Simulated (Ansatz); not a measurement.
Structure of amorphous In₉Ga₉Zn₉O₃₇Ba (periodic cell):

```xyz
65
Lattice="9.7237 0.0117 -0.3478 0.0117 9.2496 -0.0029 -0.3478 -0.0029 9.3002" Properties=species:S:1:pos:R:3 pbc="T T T"
In     1.8219     6.5813     1.2809
In     0.3696     0.5659     8.7236
In     2.2312     0.2685     2.5590
In     4.2297     4.7179     2.9154
In     8.1644     8.7535     5.8928
In     3.2508     2.8671     0.2451
In     0.4828     3.5506     2.6334
In     0.7383     6.8114     4.3759
In     2.9567     6.1763     7.3643
Ga     7.1369     1.9949     3.6989
Ga     0.4851     1.3409     4.8722
Ga     4.5664     3.7776     6.4725
Ga     9.3493     6.2045     7.1161
Ga     8.4590     5.9905     0.8805
Ga     2.7865     0.7816     6.7468
Ga     8.8500     3.2403     8.6710
Ga     6.1045     1.3485     7.6883
Ga     5.4904     1.0306     1.7246
Zn     3.6425     8.5620     9.0115
Zn     3.9592     1.9592     4.3165
Zn     6.3007     6.6870     7.3352
Zn     7.4554     5.5678     3.8909
Zn     6.0018     7.0786     1.3609
Zn     7.7900     3.3950     5.9720
Zn     1.2542     3.6735     6.4520
Zn     8.8236     9.2156     2.0144
Zn     6.3940     3.8891     0.0711
O      8.2285     1.5157     5.1464
O      4.7577     4.1194     1.0262
O      9.1562     4.1986     7.0766
O      0.9660     8.6008     1.1735
O      9.4648     8.6372     4.1957
O      7.3791     1.3827     1.9846
O      3.8247     3.8259     4.7272
O      1.0095     1.4819     6.7364
O      2.5264     0.8929     8.7254
O      3.4239     6.6964     0.0320
O      0.3992     1.3905     2.9245
O      6.2568     3.3394     7.3168
O      7.9070     7.6078     1.6084
O      2.4182     7.3825     3.2466
O      6.9133     3.7399     4.2667
O      7.8069     6.4978     5.8746
O      5.7269     6.1757     3.1371
O      5.5328     1.7529    -0.0412
O      6.7924     5.9660    -0.1699
O      2.4747     0.6747     4.7017
O      5.5626     0.9864     3.7747
O      8.1307     1.5568     8.1714
O      4.4072     1.7472     6.4902
O      4.8052     5.7418     6.4704
O      6.3429     8.8162     6.9460
O      1.1489     5.9266     6.2548
O      3.6281     1.7866     2.1409
O      1.0716     2.6726     0.4955
O      0.2134     5.9241     0.0631
O      4.8123     8.5759     1.4621
O      2.2156     4.6973     2.1805
O      8.3294     3.9990     0.8550
O     -0.1537     8.0925     7.6092
O      0.5987     3.2606     4.7166
O      3.3895     8.2536     6.9928
O      9.2258     5.5616     2.8386
O      2.8926     3.9590     7.5674
Ba     4.6868     7.9814     4.7123
```

Method: PBE, scalar-relativistic without spin-orbit coupling (plane waves to 420 eV, PAW; Ansatz, an electronic-structure program).

Preparation: random packing, a CHGNet melt and quench, and a DFT relaxation. O atoms were pushed apart under 1.9 Å during the dynamics, to hinder bonds among them. The hot cell started wider than the set density and was brought back towards it in steps. It is the lowest in DFT energy of 2 quenches. It is a model cell: composition and starting density were chosen by hand, and all elements were melted together. No dispersion term was used. Its density started from a set value of 5.92 and ended at 5.92 g/cm³. Cooling (nominally 210 K/ps over its main leg) ran many orders faster than in experiment, which tends to leave more defects and strain. A cell of this size samples the disorder only roughly. The volume was held where the preparation left it and the shape relaxed, at a PBE pressure of 2.5 GPa. Stress components on the final sampling reach 2.6 GPa.

Neighbours within In-In 3.12 Å, In-Ga 2.90 Å, In-Zn 2.90 Å, In-O 2.66 Å, In-Ba 3.93 Å, Ga-Ga 2.68 Å, Ga-Zn 2.68 Å, Ga-O 2.32 Å, Ga-Ba 3.71 Å, Zn-Zn 2.68 Å, Zn-O 2.50 Å, Zn-Ba 3.71 Å, O-O 1.58 Å, O-Ba 3.37 Å, Ba-Ba 4.73 Å count as bonded. Two cations that share two anions don't count as bonded, nor two that share one unless they lie closer than In-In 3.04 Å, In-Ga 2.82 Å, In-Zn 2.82 Å, In-Ba 3.82 Å, Ga-Ga 2.61 Å, Ga-Zn 2.61 Å, Ga-Ba 3.61 Å, Zn-Zn 2.61 Å, Zn-Ba 3.61 Å, Ba-Ba 4.60 Å.

Task: Give the coordination numbers, mean bond lengths and angles.

Result: 
```yaml
Mean coordination of In by anions: 5.11 (2 with 4, 4 with 5, 3 with 6); 2 close contacts or bonds to cations besides
Mean coordination of Ga by anions: 4.89 (2 with 4, 6 with 5, 1 with 6)
Mean coordination of Zn by anions: 4.44 (5 with 4, 4 with 5)
Mean coordination of O: 3.73 (11 with 3, 25 with 4, 1 with 5)
Mean coordination of Ba by anions: 8.00 (1 with 8); 2 close contacts or bonds to cations besides
Mean In-O bond: 2.174 Å (spread 0.104 Å, 46 counted)
Mean Ga-O bond: 1.961 Å (spread 0.085 Å, 44 counted)
Mean Zn-O bond: 2.057 Å (spread 0.125 Å, 40 counted)
Mean O-Ba bond: 2.826 Å (spread 0.220 Å, 8 counted)
Bond angle at In: mean 104.0°, spread 26.9°
Bond angle at Ga: mean 106.7°, spread 25.1°
Bond angle at Zn: mean 107.6°, spread 23.3°
Bond angle at O: mean 110.1°, spread 18.0°
Bond angle at Ba: mean 97.7°, spread 33.3°
```

Task: List the pairs of like atoms that count as bonded by the rules above.

Result: There are none by these rules.
